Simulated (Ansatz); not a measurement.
# What pressure −1 GPa does to CuCl

The reference is CuCl in the zinc blende structure (space group F-43m, No. 216; a = 5.4240 Å).

Perturbation: hydrostatic tension (pressure −1 GPa).

Computed with PBE in Ansatz (plane waves to 420 eV, PAW, no spin-orbit coupling). Γ-centred 11×11×11 mesh, Fermi–Dirac width 0.05 eV.

```tsv
quantity	base	changed	shift
volume per atom	19.95 Å³	20.39 Å³	+0.44 Å³
density	4.12 g/cm³	4.03 g/cm³	-0.09 g/cm³
lattice parameter a	5.424 Å	5.464 Å	+0.040 Å
enthalpy H = E + PV relative to the base's energy	–	-0.13 eV/atom	–
band gap	0.53 eV	0.49 eV	-0.04 eV
gap character	direct at Γ	direct at Γ	–
mean gap deformation potential ΔEg/Δln V	–	-1.7 eV	–
width of the top valence band	1.08 eV	1.03 eV	-0.05 eV
electron mass	0.22 mₑ (at Γ)	0.22 mₑ (at Γ)	–
hole mass (degenerate bands, along [100])	0.39, 1.6, 1.6 mₑ (at Γ)	0.38, 1.6, 1.6 mₑ (at Γ)	–
```

Load acts through the strain it causes; cell and atoms are relaxed under it. Masses are band curvatures over ±0.01 Å⁻¹ around the edge. No phonon test of stability was made. No Hubbard U is applied. All final runs are without spin polarisation.

Ansatz is a program for electronic structure.
